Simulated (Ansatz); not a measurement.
InP: point defects

The reference is an 8-atom supercell of InP in the zinc blende structure (space group F-43m, No. 216) at its relaxed geometry.

```
CELL_PARAMETERS angstrom
     -5.90731     0.00000     0.00000
      0.00000     0.00000     5.90731
      0.00000     5.90731     0.00000
ATOMIC_POSITIONS crystal
  P  0.25000 0.75000 0.75000
  P  0.75000 0.75000 0.25000
  P  0.75000 0.25000 0.75000
  P  0.25000 0.25000 0.25000
  In 0.00000 0.00000 0.00000
  In 0.50000 0.00000 0.50000
  In 0.50000 0.50000 0.00000
  In 0.00000 0.50000 0.50000
```

One neutral defect a cell, atoms relaxed at fixed cell.

All numbers come from r2SCAN (Ansatz, a first-principles code; PAW; 500 eV plane waves; no spin-orbit coupling), earlier PAW set.

```tsv
variant	pressure	largest displacement of a host atom from its site in the perfect cell
perfect supercell	0.0 GPa	–
Ir on a In site, symmetric start	-4.5 GPa	0.27 Å
Rh on a P site	(withheld)	(withheld)
P interstitial (started 2.56 Å from the nearest host atom), symmetric start	7.0 GPa	0.00 Å
In interstitial (started 2.41 Å from the nearest host atom)	(withheld)	(withheld)
P vacancy, symmetric start	-2.5 GPa	0.09 Å
```

**Question.** Complete the table.

**Answer.** 
- Rh on a P site, pressure: 0.9 GPa
- Rh on a P site, largest displacement of a host atom from its site in the perfect cell: 0.05 Å
- In interstitial (started 2.41 Å from the nearest host atom), pressure: 12.3 GPa
- In interstitial (started 2.41 Å from the nearest host atom), largest displacement of a host atom from its site in the perfect cell: 0.11 Å

The magnetic state is the one reached from the starting moments; the real material's order can differ, and small cells can't hold many antiferromagnetic ones. The cell is small, so the values are those of an ordered compound at a high defect concentration; dilute-limit values will differ. The mesh was chosen for an insulator and is coarse for the gapless case. Defects with a symmetric start kept the site's symmetry and may sit on a saddle; the others started slightly shaken. Seeded moments were not kept for Ir on a In site, Rh on a P site, In interstitial (started 2.41 Å from the nearest host atom) and P vacancy.
